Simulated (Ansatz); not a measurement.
Abridged Ansatz (a quantum-chemistry and plane-wave program) output:

```
Pseudopotential: Pt, paw, valence charge 18
Crystal: 2 atoms, lattice volume = 32.910 Å³
Basis set: ecut = 420 eV, 673 PW (Γ), exchange–correlation on 54×54×54 points (8 copies of the dense FFT grid, shifted against one another)
Bands: 22, of which v1, the nominal top of the filled ones, is band 18 counted from 1 (17 counted from 0)
Symmetry: 16 space group operations
k-points: 641 of 8000
Functional: x = pbesol(κ = 0.804, μ = 0.12345679012345678), c = pbesol(β = 0.046)
SCF iter   1: F=—  HF=-24770.876620 eV  |F-HF|=—  |Δ(HF+E_count)|=         —  Δρ=9.22e-2  dr2=2.49e0  ethr=3.10e-3  ⟨swp⟩=4.2  Hψ=53504  notcnv=0
SCF iter   2: F=—  HF=-24770.271679 eV  |F-HF|=—  |Δ(HF+E_count)|=   6.05e-1  Δρ=4.73e-2  dr2=6.49e-1  ethr=3.10e-3  ⟨swp⟩=3.0  Hψ=27555  notcnv=0
SCF 1 converged in 9 iterations: F = -24770.075671 eV  dr2 = 1.05e-11
SCF converged after 9 iterations
Free energy (F): -24770.075671 eV
Internal energy: -24770.058631 eV  (E = F + TS)
E sigma→0 (E₀):  -24770.067151 eV
Entropy (-TS):   -0.017041 eV (-8.520 meV/atom)
Fermi energy:    20.669947 eV
--- Forces (eV/Å), atoms counted from 1 ---
  atom   1  Pt     0.00000000    -0.00000000     0.00000000
  atom   2  Pt     0.00000000     0.00000000     0.00000000
--- Stress (GPa, compression-positive) ---
        0.003555      -0.000000       0.000000
       -0.000000       0.003555       0.000000
        0.000000      -0.000000       0.003285
  P = ⅓ Tr σ = 0.0035 GPa (0.035 kbar)
```

**Question.** What was computed, and what are the main results?

**Answer.** Pt, 2 atoms in the cell, with Kohn–Sham DFT with the PBEsol functional, run in Ansatz with PAW and 420 eV plane waves, no spin-orbit coupling, earlier PAW set. The last SCF converged to F = -24770.075671 eV, or -12385.0378 eV per atom, at a pressure of 0.00 GPa. The total energy compares only with runs of the same code, potentials and settings.

Stability against distortions was not tested. All final runs are without spin polarisation. The cell was made from Sn by this change: Sn → Pt; the result is a hypothetical phase, not in the database extracts checked.
